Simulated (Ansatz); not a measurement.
**Ge (I4_1/amd): band-structure transport figures**

Data:

```
CELL_PARAMETERS angstrom
      0.00000     2.76544     3.17837
      2.76544     0.00000     3.17837
      2.76544     2.76544     0.00000
ATOMIC_POSITIONS crystal
  Ge 0.00000 0.00000 0.00000
  Ge 0.25000 0.25000 0.25000
```

These are r2SCAN with spin-orbit coupling, rigid bands (plane waves, PAW; Ansatz, an electronic-structure program) values and carry that method's errors. Condition of this run: uniaxial stress along [001] of -9.8 GPa (compression positive) (the target of the relaxation). Cell: cell and atoms relaxed with PBEsol, then loaded as said.

The density of states at the Fermi level is 0.140 states/(eV·cell), both spins, the bare Sommerfeld coefficient comes out as 0.165 mJ/(mol of atoms·K²) and the drude plasma energy comes out as 1.98 eV. The root-mean-square Fermi velocity is 7.2e5 m/s and the resistivity times τ comes out as 125 ×10⁻²² Ω·m·s.

A metal at this level (no band gap); rigid bands, thermally averaged at 300 K, both spins. τ is one relaxation time for all states.
